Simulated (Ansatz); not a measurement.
A self-consistent single point of CrW (Cmm2, 2 atoms in the cell) with Ansatz (a quantum-chemistry and plane-wave program).

Method of the run: PBEsol, harder PAW files (source: ansatz) made with PBE (plane waves; Ansatz).

```
CrW
1.0
    1.53661    -2.20218     0.00000
    1.53661     2.20218     0.00000
    0.00000     0.00000     4.23919
Cr W
1 1
Cartesian
  0.00000   0.00000   0.05000
  1.53661   0.00000   2.11959
```

Reference input (self-consistent single point, DFT, PBEsol, plane waves, default PAW files made with PBE): basis.ecutwfc = 30.9 Ry; kpoints.mp_grid.grid = 11 11 7; hamiltonian.xc = pbesol; hamiltonian.pseudopotentials = {kind: paw} (the program's default PAW files); scf.occupations.method = gaussian; scf.occupations.width = 0.0073 Ry. This run's input differs from it in these lines:

Ansatz 0.2 input:
```diff
@@ -9,3 +9,3 @@
 basis:
-  ecutwfc: 30.9 Ry
+  ecutwfc: 37.5 Ry
 kpoints:
@@ -14,3 +14,3 @@
   xc: pbesol
-  pseudopotentials: { kind: paw }
+  pseudopotentials: { kind: paw, source: ansatz }
 scf:
```

Output, abridged:

```
SCF iter   1: F=—  HF=-21100.703424 eV  |F-HF|=—  |Δ(HF+E_count)|=         —  Δρ=1.21e-1  dr2=5.76e0  ethr=3.10e-3  ⟨swp⟩=5.1  Hψ=14864  notcnv=0
all-band conjugate gradients solve this SCF's bands
preconditioner: auto → Kerker (q_TF=auto, 2.907 Å⁻¹)
SCF iter   2: F=—  HF=-21099.354121 eV  |F-HF|=—  |Δ(HF+E_count)|=    1.35e0  Δρ=6.58e-2  dr2=1.75e0  ethr=3.10e-3  ⟨swp⟩=2.2  Hψ=7805  notcnv=0  defer=73
   [... lines left out ...]
SCF iter   6: F=—  HF=-21098.875098 eV  |F-HF|=—  |Δ(HF+E_count)|=   1.81e-4  Δρ=3.56e-4  dr2=3.42e-5  ethr=1.81e-6  ⟨swp⟩=2.0  Hψ=4481  notcnv=0  defer=77
SCF iter   7: F=—  HF=-21098.875075 eV  |F-HF|=—  |Δ(HF+E_count)|=   2.27e-5  Δρ=1.36e-4  dr2=2.29e-6  ethr=8.15e-8  ⟨swp⟩=2.0  Hψ=5436  notcnv=0  defer=77
SCF iter   8: F=—  HF=-21098.875074 eV  |F-HF|=—  |Δ(HF+E_count)|=   7.53e-7  Δρ=2.88e-5  dr2=1.16e-7  ethr=5.44e-9  ⟨swp⟩=2.1  Hψ=5009  notcnv=0  defer=77
SCF iter   9: F=-21098.875074 eV  HF=-21098.875074 eV  |F-HF|=1.28e-9  |Δ(HF+E_count)|=   2.33e-8  Δρ=4.27e-6  dr2=3.24e-9  ethr=2.38e-10  ⟨swp⟩=8.8  Hψ=16822  notcnv=0
SCF 1 converged in 9 iterations: F = -21098.875074 eV  dr2 = 3.24e-9
Free energy (F): -21098.875074 eV
Internal energy: -21098.866687 eV  (E = F + TS)
E sigma→0 (E₀):  -21098.870881 eV
Entropy (-TS):   -0.008387 eV (-4.193 meV/atom)
Fermi energy:    22.722529 eV
--- Forces (eV/Å), atoms counted from 1 ---
  atom   1  Cr     0.00000000     0.00000000    -0.55288979
  atom   2  W      0.00000000     0.00000000     0.55288655
--- Stress (GPa, compression-positive) ---
      -14.051086       0.000000       0.000000
        0.000000     -15.280430       0.000000
        0.000000       0.000000     -13.054699
  P = ⅓ Tr σ = -14.1287 GPa (-141.287 kbar)
  The stress holds the Pulay correction. Without it, at fixed plane waves, as pw.x and ABINIT print it: P = -119.7855 GPa
```

The run converged in 9 iterations. Against the reference run the pressure goes from -12.77 to -14.13 GPa and the largest force moves little (0.554 to 0.553 eV/Å).

The starting cell comes from a database of computed structures (which also holds hypothetical and non-ambient phases and stackings), without a prior relaxation at this level. Its lattice was rescaled by up to half a per cent. One atom was moved a little off its site on purpose. Spin polarisation is off. Ansatz's pressure includes its estimate of the finite-basis (Pulay) stress. Without the estimate this run gives -119.79 GPa. The cutoff lies below the one recommended for these files.
